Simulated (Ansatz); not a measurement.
The parent structure is La₂O₃ (space group P-3m1, No. 164; a = 3.906 Å, c = 6.040 Å).

Structures relaxed with PBEsol, PAW, 420 eV (Ansatz, an electronic-structure program; no spin-orbit coupling).

Base:

Simulated powder pattern, Cu Kα1, λ = 1.54056 Å (kinematic, ideal powder, no thermal factors, no anomalous dispersion; the 10 strongest lines at most, above 2 %, up to 2θ = 90°):

```json
[
 {"2θ (°)": "26.32", "I/Imax (%)": "29", "hkl": "(100)"},
 {"2θ (°)": "29.55", "I/Imax (%)": "27", "hkl": "(002)"},
 {"2θ (°)": "30.26", "I/Imax (%)": "100", "hkl": "(011)"},
 {"2θ (°)": "39.99", "I/Imax (%)": "27", "hkl": "(012)"},
 {"2θ (°)": "46.46", "I/Imax (%)": "34", "hkl": "(110)"},
 {"2θ (°)": "52.88", "I/Imax (%)": "27", "hkl": "(103)"},
 {"2θ (°)": "56.03", "I/Imax (%)": "27", "hkl": "(112)"},
 {"2θ (°)": "56.45", "I/Imax (%)": "18", "hkl": "(201)"},
 {"2θ (°)": "73.00", "I/Imax (%)": "10", "hkl": "(023)"},
 {"2θ (°)": "76.02", "I/Imax (%)": "15", "hkl": "(121)"}
]
```

One thing is altered: a hydrostatic pressure of 3 GPa.

### Question
Predict the new powder pattern.

### Answer

Simulated powder pattern, Cu Kα1, λ = 1.54056 Å (kinematic, ideal powder, no thermal factors, no anomalous dispersion; the 10 strongest lines at most, above 2 %, up to 2θ = 90°):

```
2θ (°)  I/Imax (%)    hkl
------  ----------  -----
26.43           30  (100)
30.05           27  (002)
30.48          100  (011)
40.45           27  (012)
46.66           34  (110)
53.63           26  (103)
56.50           27  (112)
56.76           18  (201)
73.78           10  (023)
76.44           15  (121)
```

The indices refer to the base's conventional cell; one index is shown for lines that coincide.

Load acts through the strain it causes; cell and atoms are relaxed under it. Whether these cells are dynamically stable was not tested.
